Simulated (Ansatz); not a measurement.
Ansatz (an electronic-structure program) run on MgZrF6 (I4mm, 8 atoms in the cell): self-consistent single point.

Method of the run: PBEsol, default PAW files made with PBE (plane waves; Ansatz).

The change in words: lattice scaled by 0.98; basis.ecutwfc: 420 eV → 630 eV. Reference geometry:
```
CELL_PARAMETERS angstrom
      0.00000     4.00795     4.00795
      4.00795     0.00000     4.00795
      4.00795     4.00795     0.00000
ATOMIC_POSITIONS crystal
  Mg 0.50624 0.50624 0.49376
  Zr 0.00000 0.00000 0.00000
  F  0.74762 0.25238 0.25238
  F  0.25238 0.74762 0.74762
  F  0.25238 0.74762 0.25238
  F  0.74762 0.25238 0.74762
  F  0.25238 0.25238 0.74762
  F  0.74762 0.74762 0.25238
```

Reference input (self-consistent single point, DFT, PBEsol, plane waves, default PAW files made with PBE): basis.ecutwfc = 420 eV; kpoints.mp_grid.grid = 5 5 5; hamiltonian.xc = pbesol; hamiltonian.pseudopotentials = {kind: paw} (the program's default PAW files); scf.occupations.method = fixed. This run's input differs from it in these lines:

Ansatz 0.2 input:
```diff
@@ -2,5 +2,5 @@
   lattice:
-    - [0.000000, 4.007955, 4.007955]
-    - [4.007955, 0.000000, 4.007955]
-    - [4.007955, 4.007955, 0.000000]
+    - [0.000000, 3.927796, 3.927796]
+    - [3.927796, 0.000000, 3.927796]
+    - [3.927796, 3.927796, 0.000000]
   atoms:
@@ -15,3 +15,3 @@
 basis:
-  ecutwfc: 420.0
+  ecutwfc: 630.0
 kpoints:
```

Log, with long lists cut:

```
SCF iter   1: F=—  HF=-10856.041115 eV  |F-HF|=—  |Δ(HF+E_count)|=         —  Δρ=1.31e-2  dr2=1.35e-1  ethr=1.77e-3  ⟨swp⟩=4.8  Hψ=2625  notcnv=0  defer=91
all-band conjugate gradients solve this SCF's bands
preconditioner: auto → Resta (q_TF=auto, 2.453 Å⁻¹)
SCF iter   2: F=—  HF=-10856.004005 eV  |F-HF|=—  |Δ(HF+E_count)|=   3.71e-2  Δρ=2.89e-3  dr2=4.66e-3  ethr=2.12e-4  ⟨swp⟩=2.0  Hψ=1314  notcnv=0  defer=90
   [... lines left out ...]
SCF iter   4: F=—  HF=-10856.002895 eV  |F-HF|=—  |Δ(HF+E_count)|=   7.40e-5  Δρ=1.44e-4  dr2=1.59e-5  ethr=6.16e-7  ⟨swp⟩=2.0  Hψ=1276  notcnv=0  defer=104
SCF iter   5: F=—  HF=-10856.002789 eV  |F-HF|=—  |Δ(HF+E_count)|=   1.06e-4  Δρ=8.82e-5  dr2=5.82e-6  ethr=2.49e-8  ⟨swp⟩=2.0  Hψ=1110  notcnv=0  defer=42
SCF iter   6: F=—  HF=-10856.002788 eV  |F-HF|=—  |Δ(HF+E_count)|=   8.15e-7  Δρ=2.06e-5  dr2=3.48e-7  ethr=9.10e-9  ⟨swp⟩=2.1  Hψ=1102  notcnv=0  defer=42
SCF iter   7: F=-10856.002788 eV  HF=-10856.002788 eV  |F-HF|=4.48e-8  |Δ(HF+E_count)|=   1.06e-7  Δρ=4.69e-6  dr2=5.09e-8  ethr=1.56e-10  ⟨swp⟩=11.1  Hψ=3362  notcnv=0
SCF 1 converged in 7 iterations: F = -10856.002788 eV  dr2 = 5.09e-8
Free energy (F): -10856.002788 eV
Internal energy: -10856.002788 eV  (E = F + TS)
E sigma→0 (E₀):  -10856.002788 eV
Fermi energy:    0.106235 eV
--- Forces (eV/Å), atoms counted from 1 ---
  atom   1  Mg    -0.00000000    -0.00000000    -0.62190828
  atom   2  Zr    -0.00000000     0.00000000     0.29034770
  atom   3  F      0.19412711     0.00000000     0.00245012
  atom   4  F     -0.19412711     0.00000000     0.00245012
  atom   5  F      0.00000000     0.19412711     0.00245012
  atom   6  F      0.00000000    -0.19412711     0.00245012
  atom   7  F     -0.00000000     0.00000000     0.30668387
  atom   8  F      0.00000000     0.00000000     0.01505463
--- Stress (GPa, compression-positive) ---
        4.833879       0.000000       0.000000
        0.000000       4.833879       0.000000
        0.000000      -0.000000       5.075506
  P = ⅓ Tr σ = 4.9144 GPa (49.144 kbar)
  The stress holds the Pulay correction. Without it, at fixed plane waves, as pw.x and ABINIT print it: P = 4.9055 GPa
```

The run converged in 7 iterations. Against the reference run the free energy goes up by 4.6 meV/atom, the pressure goes from -1.53 to 4.91 GPa, the largest force goes from 0.511 to 0.622 eV/Å and the gap on the mesh goes from 6.744 to 7.163 eV.

The starting cell comes from a database of computed structures (which also holds hypothetical and non-ambient phases and stackings), without a prior relaxation at this level. Its lattice was rescaled by up to half a per cent. One atom was moved a little off its site on purpose. For this run, on top of that: lattice scaled by 0.98. Ansatz's pressure includes its estimate of the finite-basis (Pulay) stress.
